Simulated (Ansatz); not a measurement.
Given:

```
KTaO3
1.0
    3.99942     0.00000     0.00000
    0.00000     3.99942     0.00000
    0.00000     0.00000     3.99942
K Ta O
1 1 3
Direct
  0.00000   0.00000   0.00000
  0.50000   0.50000   0.50000
  0.50000   0.00000   0.50000
  0.00000   0.50000   0.50000
  0.50000   0.50000   0.00000
```

No spin polarisation.

Method: DFT with LDA, PAW potentials and a 420 eV plane-wave cutoff in Ansatz (an electronic-structure program), no spin-orbit coupling. Settings: 8×8×8 k-points, 0.05 eV Fermi–Dirac smearing.

Problem. Predict the pressure, band gap, smallest direct gap and width of the top valence band.

Solution. The pressure comes out as -7.22 GPa and the band gap is 2.05 eV. The smallest direct gap is 2.68 eV. The width of the top valence band is 1.08 eV.

With Ta present, leaving out spin-orbit coupling can change the band edges. The cells carry an imposed strain or load. No phonon test of stability was made. The cell was made from KTaO3 in the cubic perovskite structure (space group Pm-3m, No. 221) by this change: isotropic strain +1.20 %.
